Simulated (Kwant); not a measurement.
System: wire with a row of barriers in a GaAs two-dimensional gas. Effective mass 0.067 mₑ, grid spacing 2.5 nm, hard walls, nominal width 60 nm (23 grid rows, so walls 60 nm apart), one parabolic valley, scattering region 250 nm long along x; energies count from the band bottom; Fermi energy swept from 0.0012472 to 0.01481 eV. 2 barrier(s) across the wire, height 0.041 eV, thickness 10 nm (about 4 grid columns), spaced by 30 nm.

The device is made up for the run: typed textbook-type constants, with dimensions and the other settings drawn at random.

Computed with Kwant: effective-mass tight-binding model on a square grid, one spin, coherent transport at 0 K. Conductance is in e²/h.

Task: How many channels do the leads carry at E = 5.26, 5.34, 8.07 meV?

Result: The hard-wall thresholds are n² ħ²π²/(2mW²) = n² × 1.56 meV with W = 60 nm. √(5.26/1.56) = 1.84, so 1. √(5.34/1.56) = 1.85, so 1. √(8.07/1.56) = 2.28, so 2.
